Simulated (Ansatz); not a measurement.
N on the 1x1 (111) surface of fcc Al, one in a 2x2 cell, energies for each (28.3 Å²). Energies are against ½ N2(g), without zero-point or thermal terms; each row is named by its start.

Level of theory: PBE (plane waves to 420 eV, PAW; Ansatz, an electronic-structure program).

Model: 17-atom slab, 7.0 Å thick at the start under the adsorbate (thin: gaps and levels are the slab's own), 6x6x1 mesh, Fermi-Dirac 0.1 eV, dipole correction, 8 atoms held, the rest relaxed; each run with such symmetry as its start has; spin-polarised, no spin-orbit, no U, no dispersion correction.

A negative adsorption energy means that the adsorbate is more stable on the surface than in its reference. Heights count from the host atoms within 0.3 Å of the top one.

```json
[
 {"starting site": "top Al", "E_ads (eV)": "2.85", "height (Å)": "1.16", "nearest host atom (Å)": "Al 1.77", "bonded to": "Al", "Δ work function (eV)": "1.50", "lateral drift (Å)": "0.0", "moment (μB)": "0.0"},
 {"starting site": "hollow Al-Al-Al over Al at depth 2.3 Å", "E_ads (eV)": "-1.06", "height (Å)": "0.64", "nearest host atom (Å)": "Al 1.84", "bonded to": "3 Al", "Δ work function (eV)": "0.17", "lateral drift (Å)": "0.0", "moment (μB)": "0.0"},
 {"starting site": "hollow Al-Al-Al over Al at depth 4.6 Å", "E_ads (eV)": "-1.25", "height (Å)": "0.70", "nearest host atom (Å)": "Al 1.84", "bonded to": "3 Al", "Δ work function (eV)": "0.40", "lateral drift (Å)": "0.0", "moment (μB)": "0.0"},
 {"starting site": "bridge Al-Al (span 2.9 Å)", "E_ads (eV)": "-1.25", "height (Å)": "0.70", "nearest host atom (Å)": "Al 1.84", "bonded to": "3 Al", "Δ work function (eV)": "0.40", "lateral drift (Å)": "0.8", "moment (μB)": "0.0"}
]
```
